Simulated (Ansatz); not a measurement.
## A computed series for HfO2: pressure series

The reference is HfO2 in the fluorite structure (space group Fm-3m, No. 225; a = 5.059 Å).

Cell and atoms are relaxed at each pressure.

Calculations: DFT with r2SCAN, PAW potentials and a 500 eV plane-wave cutoff in Ansatz (an electronic-structure program), no SOC, earlier PAW set.

```json
[
 {"pressure (GPa)": "-2", "volume per atom (Å³/atom)": "10.870"},
 {"pressure (GPa)": "-1", "volume per atom (Å³/atom)": "10.829"},
 {"pressure (GPa)": "0", "volume per atom (Å³/atom)": "10.789"},
 {"pressure (GPa)": "4.2", "volume per atom (Å³/atom)": "10.628"},
 {"pressure (GPa)": "9", "volume per atom (Å³/atom)": "10.458"},
 {"pressure (GPa)": "18", "volume per atom (Å³/atom)": "10.173"},
 {"pressure (GPa)": "30", "volume per atom (Å³/atom)": "?"},
 {"pressure (GPa)": "45", "volume per atom (Å³/atom)": "9.498"},
 {"pressure (GPa)": "60", "volume per atom (Å³/atom)": "9.201"}
]
```

**Question.** Fit the third-order Birch–Murnaghan form P(V) = (3B₀/2)[(V₀/V)^(7/3) − (V₀/V)^(5/3)]·[1 + (3/4)(B₀′ − 4)((V₀/V)^(2/3) − 1)] (squares taken in P) to the rows shown and predict the withheld row.

**Answer.** Least squares on the printed values gives V₀ = 10.789 Å³/atom, B₀ = 271 GPa, B₀′ = 4.1; this predicts 9.845 Å³/atom, and the run gives 9.845 Å³/atom, in agreement.

Load acts through the strain it causes; cell and atoms are relaxed under it. No phonon test of stability was made. Competing high-pressure phases were not computed. This is not the structure that HfO2 has at room temperature and ambient pressure.
